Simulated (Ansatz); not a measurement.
Consider TiSi$_{2}$ (space group Fddd, No. 70; a = 4.7602 Å, b = 8.1802 Å, c = 8.4999 Å). Axes: x, y, z lie along a, b, c of the conventional cell.

Computed with PBEsol, PAW, 420 eV (Ansatz, a first-principles code; no spin-orbit coupling).

Strains are applied to the cell and any free atomic positions relax.

One change was made to it. Results:

```csv
quantity,base,after
energy relative to the base (free energy F),0 meV/atom,+8.2 meV/atom
shortest interatomic distance,2.517 Å,2.509 Å
largest internal atomic displacement,–,0.015 Å
"pressure (mean of the normal stresses, compression positive)",0.0 GPa,0.2 GPa
band gap,zero,zero
```

Which change produced these results?
(A) tensor shear ε_xy = −1.95 %
(B) strain tensor (xx, yy, zz, yz, xz, xy) = (+0.02, +1.02, +0.57, +0.17, +2.14, +1.25) %
(C) tensor shear ε_xz = −0.97 %

A, tensor shear ε_xy = −1.95 %. For comparison, the energy relative to the base in the other runs: tensor shear ε_xz = −0.97 % gives +1.8 meV/atom; strain tensor (xx, yy, zz, yz, xz, xy) = (+0.02, +1.02, +0.57, +0.17, +2.14, +1.25) % gives +14 meV/atom.

Without a gap, meshes like the base's 13×13×13 leave anisotropic stresses uncertain by several tenths of a GPa, and small strain energies with them. No phonon test of stability was made. All final runs are without spin polarisation.
